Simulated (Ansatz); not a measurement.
# ZnO, response to strain

The reference is ZnO in the wurtzite structure (space group P6_3mc, No. 186).

```yaml
crystal:
  lattice:
    - [3.22975, 0.00000, 0.00000]
    - [-1.61488, 2.79705, 0.00000]
    - [0.00000, 0.00000, 5.21478]
  atoms:
    - { symbol: Zn, position: [0.66667, 0.33333, 0.00204] }
    - { symbol: Zn, position: [0.33333, 0.66667, 0.50204] }
    - { symbol: O, position: [0.66667, 0.33333, 0.62316] }
    - { symbol: O, position: [0.33333, 0.66667, 0.12316] }
```

Cartesian axes are those of the cell as printed.

Strains are applied to the cell and any free atomic positions relax; under biaxial strain the out-of-plane vector relaxes too; under stress the whole cell relaxes.

Levels (all Ansatz, a program for electronic structure, PAW): PBEsol (420 eV, no spin-orbit coupling); r2SCAN (500 eV, without spin-orbit coupling); HSE06 (420 eV, no SOC).

Band gaps by level, all at the geometries relaxed with PBEsol:

| case | PBEsol | r2SCAN | HSE06 |
|---|---|---|---|
| base | 0.70 eV | 1.24 eV | 2.53 eV |
| biaxial strain −0.35 %, plane normal [001], relaxed out of plane | 0.70 eV | 1.24 eV | 2.53 eV |
| biaxial strain +4.44 %, plane normal [001], relaxed out of plane | 0.73 eV | 1.26 eV | 2.52 eV |
| isotropic strain +4.72 % | 0.51 eV | 1.02 eV | 2.21 eV |
| uniaxial strain ε_yy = +2.12 % | 0.66 eV | 1.19 eV | 2.47 eV |
| uniaxial stress, 8 GPa compression along x | 0.56 eV | 1.11 eV | 2.39 eV |

Single points use the geometry relaxed with PBEsol. Beyond what the load breaks, stability against distortions was not tested.
